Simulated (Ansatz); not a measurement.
## Y in the hcp (Mg type) structure (space group P6_3/mmc, No. 194)

```yaml
crystal:
  lattice:
    - [3.59943, 0.00000, 0.00000]
    - [-1.79972, 3.11720, 0.00000]
    - [0.00000, 0.00000, 5.58709]
  atoms:
    - { symbol: Y, position: [0.66667, 0.33333, 0.75000] }
    - { symbol: Y, position: [0.33333, 0.66667, 0.25000] }
```

Method: PBEsol in Ansatz (plane waves to 420 eV, PAW, without spin-orbit coupling). Γ-centred 15×15×9 mesh, Fermi–Dirac width 0.05 eV.

The volume per atom comes out as 31.34 Å³. The density comes out as 4.71 g/cm³ and the band gap is zero. The total energy is -3795.071 eV/atom (σ→0; compares only within this code and set-up).

Stability against distortions was not tested. All final runs are without spin polarisation.

Ansatz is a program for electronic structure.
